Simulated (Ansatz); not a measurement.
Start from PtS (space group P4_2/m, No. 84; a cell from a computed database, its experimental status unchecked).

```cif
data_Pt8S8
_chemical_formula_sum 'Pt8 S8'
_space_group_name_H-M_alt 'P42/m'
_space_group_IT_number 84
_space_group_name_Hall '-P 4c'
_cell_length_a 6.39728
_cell_length_b 6.39728
_cell_length_c 6.57349
_cell_angle_alpha 90.000
_cell_angle_beta 90.000
_cell_angle_gamma 90.000
loop_
_atom_site_label
_atom_site_type_symbol
_atom_site_symmetry_multiplicity
_atom_site_Wyckoff_symbol
_atom_site_fract_x
_atom_site_fract_y
_atom_site_fract_z
_atom_site_occupancy
Pt1 Pt 2 e 0.00000 0.00000 0.25000 1
Pt2 Pt 2 d 0.50000 0.00000 0.00000 1
Pt3 Pt 4 j 0.25618 0.47317 0.00000 1
S1 S 8 k 0.30616 0.19496 0.22651 1
```

Level of theory: PBEsol/PAW in Ansatz (a program for electronic structure), no spin-orbit coupling.

For the base:

The lattice parameter a is 6.397 Å.

It is then changed as follows: cell and atoms relaxed at a pressure of 0.3 GPa.

Q: What happens to the lattice parameter a?

A: The lattice parameter a decreases by 0.004 Å (6.397 Å → 6.393 Å).

Load acts through the strain it causes; cell and atoms are relaxed under it. Whether these cells are dynamically stable was not tested.
